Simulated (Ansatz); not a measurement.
In a free zigzag chain of V atoms, spin-degenerate bands cross the Fermi level 4 times between Γ and the zone edge.

Computed with PBE (plane waves to 420 eV, PAW; Ansatz, an electronic-structure program). Mesh 1×1×82. Collinear spin, started with parallel moments, which vanish. Isolated but for its images some 11 Å away. A hypothetical model. Only distortions within the start's symmetry and period were free. Pairing along the axis, which can open a gap, is among the distortions not tried.

Problem. What are the conductance and the two-terminal resistance of a perfect, endless piece?

Solution. Each crossing on the half of the zone with k > 0 has a partner at −k, so it gives one mode in each direction. Counting spin there are 8 modes, each carrying e²/h = 38.74 μS. G = 8 × 38.74 = 309.9 μS and R = 1/G = 3.23 kΩ, whatever the length. Scattering by phonons, roughness and contacts can only raise R.
